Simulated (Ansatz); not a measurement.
Input and output of a relaxation of the atoms for BaCd11 (P1, 24 atoms in the cell) (Ansatz, a first-principles code).

Method of the run: LDA (PW92), default PAW files made with PBE (plane waves; Ansatz).

Input as run:

Ansatz 0.2 input:
```yaml
crystal:
  lattice:
    - [-6.08895400, 6.09587000, 3.92238600]
    - [6.08895400, -6.09587000, 3.92238600]
    - [6.08895400, 6.09587000, -3.92238600]
  atoms:
    - { symbol: Ba, position: [0.87719700, 0.62246100, 0.24904200] }
    - { symbol: Ba, position: [0.13240400, 0.38019200, 0.75449700] }
    - { symbol: Cd, position: [0.94700900, 0.28363500, 0.07672500] }
    - { symbol: Cd, position: [0.04427800, 0.71711600, 0.92172300] }
    - { symbol: Cd, position: [0.70110200, 0.86976500, 0.42929300] }
    - { symbol: Cd, position: [0.30262000, 0.14218400, 0.57904500] }
    - { symbol: Cd, position: [0.05547700, 0.12956400, 0.34226600] }
    - { symbol: Cd, position: [0.94442800, 0.86955800, 0.66911200] }
    - { symbol: Cd, position: [0.29493500, 0.71917000, 0.15896200] }
    - { symbol: Cd, position: [0.69515000, 0.27313000, 0.84342500] }
    - { symbol: Cd, position: [0.38631000, 0.13627700, 0.25606800] }
    - { symbol: Cd, position: [0.63700900, 0.88672900, 0.75234400] }
    - { symbol: Cd, position: [0.00378800, 0.00143400, -0.00278900] }
    - { symbol: Cd, position: [0.49126900, -0.01502300, 0.49731900] }
    - { symbol: Cd, position: [0.50225300, -0.00345000, 0.00520200] }
    - { symbol: Cd, position: [0.49350600, 0.49884900, 0.49585000] }
    - { symbol: Cd, position: [0.35801900, 0.19416700, 0.92410500] }
    - { symbol: Cd, position: [0.62453500, 0.80060200, 0.06666700] }
    - { symbol: Cd, position: [0.77873300, 0.44449200, 0.57629600] }
    - { symbol: Cd, position: [0.20528400, 0.54380800, 0.41100000] }
    - { symbol: Cd, position: [0.63295200, 0.55327400, 0.83145600] }
    - { symbol: Cd, position: [0.37760700, 0.44297800, 0.16316800] }
    - { symbol: Cd, position: [0.22904200, 0.80690700, 0.66406500] }
    - { symbol: Cd, position: [0.78509500, 0.20218100, 0.33515800] }
basis:
  ecutwfc: 420.0 eV
kpoints:
  mp_grid: { grid: [3, 3, 3] }
hamiltonian:
  xc: lda
  pseudopotentials: { kind: paw }
scf:
  occupations: { method: methfessel_paxton, width: 0.1 eV }
relax:
  f_tol: 0.005
output:
  forces: true
  eigenvalues: true
  stress: true
```

The program printed (abridged):

```
   [... SCF lines of the steps left out ...]
relax step   1: F+E_penalty+E_count = -190156.05748562 eV  Δ(F+E_penalty+E_count) = +0.000e0 eV  max|allowed force component| = 3.881e-1 eV/Å  Δτ_max = 0.0000 Å  (8 SCF iters, dr2 threshold 6.25e-7 eV, accepted)
relax step   2: F+E_penalty+E_count = -190156.20819681 eV  Δ(F+E_penalty+E_count) = -1.507e-1 eV  max|allowed force component| = 9.928e-2 eV/Å  Δτ_max = 0.0827 Å  (6 SCF iters, dr2 threshold 9.41e-6 eV, accepted)
relax step   3: F+E_penalty+E_count = -190156.22913459 eV  Δ(F+E_penalty+E_count) = -2.094e-2 eV  max|allowed force component| = 7.355e-3 eV/Å  Δτ_max = 0.0554 Å  (7 SCF iters, dr2 threshold 6.16e-7 eV, accepted)
relax step   4: F+E_penalty+E_count = -190156.22935674 eV  Δ(F+E_penalty+E_count) = -2.221e-4 eV  max|allowed force component| = 1.154e-3 eV/Å  Δτ_max = 0.0099 Å  (7 SCF iters, accepted)
Stability not checked (fill_not_monotonic)
Free energy (F): -190156.229357 eV
Internal energy: -190156.219068 eV  (E = F + TS)
E sigma→0 (E₀):  -190156.226785 eV
Entropy (-TS):   -0.010289 eV (-0.429 meV/atom)
Fermi energy:    12.781208 eV
--- Forces (eV/Å), atoms counted from 1 ---
  atom   1  Ba     0.00038874     0.00010927    -0.00028144
  atom   2  Ba    -0.00002074     0.00019359    -0.00032004
  atom   3  Cd     0.00046545    -0.00034435    -0.00025284
  atom   4  Cd     0.00036483     0.00052520    -0.00014552
  atom   5  Cd    -0.00034348     0.00034537     0.00033006
   [... lines left out ...]
    - { symbol: Cd, position: [0.6319871514710993, 0.5548887145737246, 0.835174867290539] }
    - { symbol: Cd, position: [0.368379594774009, 0.44522100400936654, 0.16517380307849894] }
    - { symbol: Cd, position: [0.21961008839435836, 0.7966988059781015, 0.6648076620134056] }
    - { symbol: Cd, position: [0.7799003006372082, 0.20299905820586883, 0.33480378010743916] }
```

The run converged. 

Summary of the result:
| Item | Result |
|---|---|
| Free energy E − TS (on the zero of these files) | -190156.2294 eV |
| Fermi level (on the code's own zero) | 12.78 eV |
| Pressure | -5.67 GPa |
| Largest force (vector length) | 0.001 eV/Å |
| Relaxation steps | 4 |

The starting cell comes from a database of computed structures (which also holds hypothetical and non-ambient phases and stackings), without a prior relaxation at this level. Its lattice was rescaled by a random factor within 2.5 % of one. For this run, on top of that: atoms moved at random. Ansatz's pressure includes its estimate of the finite-basis (Pulay) stress.

Cost on one core of a shared machine: roughly 10 min.
